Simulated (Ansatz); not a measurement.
A self-consistent single point of the (110) slab of CaSi (cut from a parent of space group no. 63; 8 atoms in the cell) with Ansatz (a quantum-chemistry and plane-wave program).

Method of the run: LDA (PW92), default PAW files made with PBE (plane waves; Ansatz).

The change in words: vacuum of 5 angstrom (first run: 14 Å). Reference geometry:
```xyz
8
Lattice="3.9249 0.0000 0.0000 0.0000 5.8397 0.0000 0.0000 0.0000 21.2562" Properties=species:S:1:pos:R:3 pbc="T T T"
Ca     0.9812     3.6203     7.0000
Ca     2.9437     4.9274    10.0448
Ca     0.9812     1.8261    11.2114
Ca     2.9437     3.1331    14.2562
Si     0.9812     0.6774     8.2341
Si     2.9437     2.0307     8.8107
Si     0.9812     4.7228    12.4456
Si     2.9437     0.2364    13.0221
```

Reference input (self-consistent single point, DFT, LDA (PW92), plane waves, default PAW files made with PBE): basis.ecutwfc = 420 eV; kpoints.mp_grid.grid = 8 5 1; hamiltonian.xc = lda; hamiltonian.pseudopotentials = {kind: paw} (the program's default PAW files); scf.occupations.method = fermi_dirac; scf.occupations.width = 0.1 eV. This run's input differs from it in these lines:

Ansatz 0.2 input:
```diff
@@ -5,12 +5,12 @@
     - [0.000000, 5.839653, 0.000000]
-    - [0.000000, 0.000000, 21.256198]
+    - [0.000000, 0.000000, 12.256186]
   atoms:
-    - { symbol: Ca, position: [0.250000, 0.619958, 0.329316] }
-    - { symbol: Ca, position: [0.750000, 0.843781, 0.472558] }
-    - { symbol: Ca, position: [0.250000, 0.312706, 0.527442] }
-    - { symbol: Ca, position: [0.750000, 0.536528, 0.670684] }
-    - { symbol: Si, position: [0.250000, 0.116001, 0.387374] }
-    - { symbol: Si, position: [0.750000, 0.347738, 0.414500] }
-    - { symbol: Si, position: [0.250000, 0.808748, 0.585504] }
-    - { symbol: Si, position: [0.750000, 0.040486, 0.612626] }
+    - { symbol: Ca, position: [0.250000, 0.619958, 0.203979] }
+    - { symbol: Ca, position: [0.750000, 0.843781, 0.452407] }
+    - { symbol: Ca, position: [0.250000, 0.312706, 0.547593] }
+    - { symbol: Ca, position: [0.750000, 0.536528, 0.796021] }
+    - { symbol: Si, position: [0.250000, 0.116001, 0.304670] }
+    - { symbol: Si, position: [0.750000, 0.347738, 0.351715] }
+    - { symbol: Si, position: [0.250000, 0.808748, 0.648292] }
+    - { symbol: Si, position: [0.750000, 0.040486, 0.695330] }
 basis:
```

Log, with long lists cut:

```
SCF iter   1: F=—  HF=-9526.730996 eV  |F-HF|=—  |Δ(HF+E_count)|=         —  Δρ=4.20e-3  dr2=1.07e-1  ethr=1.77e-3  ⟨swp⟩=10.5  Hψ=2885  notcnv=0
all-band conjugate gradients solve this SCF's bands
preconditioner: auto → LDOS
SCF iter   2: F=—  HF=-9526.721850 eV  |F-HF|=—  |Δ(HF+E_count)|=   9.15e-3  Δρ=1.93e-3  dr2=2.73e-2  ethr=1.91e-4  ⟨swp⟩=3.9  Hψ=1239  notcnv=0
   [... lines left out ...]
SCF iter   5: F=—  HF=-9526.715215 eV  |F-HF|=—  |Δ(HF+E_count)|=   8.14e-5  Δρ=6.81e-5  dr2=8.67e-5  ethr=1.12e-6  ⟨swp⟩=2.5  Hψ=911  notcnv=0
SCF iter   6: F=—  HF=-9526.715381 eV  |F-HF|=—  |Δ(HF+E_count)|=   1.66e-4  Δρ=2.16e-5  dr2=5.38e-6  ethr=1.55e-7  ⟨swp⟩=2.5  Hψ=915  notcnv=0
SCF iter   7: F=—  HF=-9526.715381 eV  |F-HF|=—  |Δ(HF+E_count)|=   3.86e-7  Δρ=6.06e-6  dr2=2.46e-7  ethr=9.61e-9  ⟨swp⟩=3.0  Hψ=963  notcnv=0
SCF iter   8: F=-9526.715381 eV  HF=-9526.715381 eV  |F-HF|=8.12e-9  |Δ(HF+E_count)|=   1.27e-8  Δρ=2.19e-6  dr2=1.93e-8  ethr=1.79e-10  ⟨swp⟩=8.1  Hψ=2225  notcnv=0
SCF 1 converged in 8 iterations: F = -9526.715381 eV  dr2 = 1.93e-8
Free energy (F): -9526.715381 eV
Internal energy: -9526.532544 eV  (E = F + TS)
E sigma→0 (E₀):  -9526.623963 eV
Entropy (-TS):   -0.182836 eV (-22.855 meV/atom)
Fermi energy:    4.011016 eV
--- Forces (eV/Å), atoms counted from 1 ---
  atom   1  Ca     0.00000000    -0.21863540     0.29435694
  atom   2  Ca    -0.00000000     0.05535684    -0.09552728
  atom   3  Ca     0.00000000    -0.05535684     0.09552728
  atom   4  Ca    -0.00000000     0.21863540    -0.29435694
  atom   5  Si    -0.00000000     0.19907824     0.25665188
  atom   6  Si     0.00000000    -0.12588335    -0.16362799
  atom   7  Si    -0.00000000     0.12588335     0.16362799
  atom   8  Si     0.00000000    -0.19907824    -0.25665188
--- Stress (GPa, compression-positive) ---
       -3.670857      -0.000000       0.000000
       -0.000000      -5.265758       0.441545
        0.000000       0.441545      -2.719762
  P = ⅓ Tr σ = -3.8855 GPa (-38.855 kbar)
  The stress holds the Pulay correction. Without it, at fixed plane waves, as pw.x and ABINIT print it: P = -3.8970 GPa
```

The run converged in 8 iterations. Against the reference run the free energy falls by 27.9 meV/atom and the largest force goes from 0.673 to 0.367 eV/Å.

The starting cell comes from a database of computed structures (which also holds hypothetical and non-ambient phases and stackings), without a prior relaxation at this level. The slab is cut from that crystal, and its faces are unrelaxed. Its lattice was rescaled by up to half a per cent. Spin polarisation is off, though cut faces can carry moments; the slab shows no gap.
